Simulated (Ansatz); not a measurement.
CdS under a change: strain tensor (xx, yy, zz, yz, xz, xy) = (−1.79, −0.12, +0.46, −0.11, +0.86, +1.03) %

Base system: CdS in the wurtzite structure (space group P6_3mc, No. 186; a = 4.164 Å, c = 6.767 Å). Axes: x lies along a and z along c of the hexagonal cell.

It is then changed as follows: strain tensor (xx, yy, zz, yz, xz, xy) = (−1.79, −0.12, +0.46, −0.11, +0.86, +1.03) %, atoms relaxed at fixed cell.

All numbers come from r2SCAN/PAW in Ansatz (an electronic-structure program), no SOC. k-mesh 9×9×5 (Γ-centred); smearing 0.05 eV (Fermi–Dirac).

* **Volume per atom**: 25.02 Å³ (base 25.40 Å³)
* **Space group**: P1 (No. 1) (base P6_3mc (No. 186))
* **Shortest interatomic distance**: 2.529 Å (base 2.544 Å)
* **Energy relative to the base (free energy F)**: +2.7 meV/atom
* **Pressure (mean of the normal stresses, compression positive)**: 0.88 GPa (base 0.00 GPa)
* **Band gap**: 1.59 eV (base 1.63 eV)
* **Gap character**: direct at Γ (base direct at Γ)
* **Electron mass**: 0.15 mₑ along z, 0.16 mₑ across (at Γ) (base 0.15 mₑ along c, 0.16 mₑ across (at Γ))
* **Valence-band top at Γ (three highest levels, from the VBM)**: 0.00, -0.09, -0.14 eV (base 0.00, 0.00, -0.04 eV)
* **Largest internal atomic displacement**: 0.041 Å
* **Stress (xx, yy, zz, yz, xz, xy; compression positive)**: (1.36, 0.86, 0.42, 0.02, -0.23, -0.30) GPa

Masses are band curvatures over ±0.01 Å⁻¹ around the edge. Stability against distortions was not tested. Labels are those of the standard path for the cell's own space group.
